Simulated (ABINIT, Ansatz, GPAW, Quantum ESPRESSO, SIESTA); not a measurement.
**Sr3Ca (Pm-3m, 4 atoms in the cell) computed with different codes at matched settings**

Self-consistent single point.

```
CELL_PARAMETERS angstrom
      5.98875     0.00000     0.00000
      0.00000     5.98875     0.00000
      0.00000     0.00000     5.98875
ATOMIC_POSITIONS crystal
  Sr 0.00000 0.50000 0.50000
  Sr 0.50000 0.00000 0.50000
  Sr 0.50000 0.50000 0.00000
  Ca 0.00000 0.00000 0.00000
```

Shared settings, as Ansatz (a first-principles code) writes them: kpoints.mp_grid.grid = 4 4 4; scf.occupations.method = gaussian; scf.occupations.width = 0.136 eV. Potentials and cutoffs stand in the table.

```
code                                                                                                                                 model  pressure (GPa)       cutoff
----------------  ------------------------------------------------------------------------------------------------------------------------  --------------  -----------
SIESTA            LDA PW92, numerical atomic orbitals DZP, PseudoDojo LDA standard norm-conserving potentials (rewritten from UPF to PSML)            1.15  grid 300 Ry
Ansatz                                                                                                 LDA (PW92), PAW files made with PBE           -1.77      default
GPAW                                                                         LDA (Perdew-Wang 92), GPAW PAW datasets LDA (gpaw-data 1.0.1)           -1.75       550 eV
ABINIT                                                     LDA (PW92), norm-conserving pseudopotentials (PseudoDojo nc-sr-04 LDA standard)           -1.77        72 Ry
Quantum ESPRESSO                                                    LDA (PW92), PseudoDojo standard norm-conserving (LDA) pseudopotentials           -1.77        75 Ry
```

The spread over the programs that give each value: pressure within 2.92 GPa.

SIESTA uses small atom-centred bases, whose incompleteness enters pressures, forces and empty levels differently from a plane-wave cutoff. Ansatz's pressure is given at a fixed set of plane waves, as the other plane-wave codes print theirs. In the pressure, SIESTA (by 2.92) lies more than 1 GPa from the median of the plane-wave programs.

The starting cell comes from a database of computed structures (which also holds hypothetical and non-ambient phases and stackings), without a prior relaxation at this level.

Left out of this page: Elk and FLEUR (not drawn, or without a comparable value).

Keys are those of Ansatz 0.2.
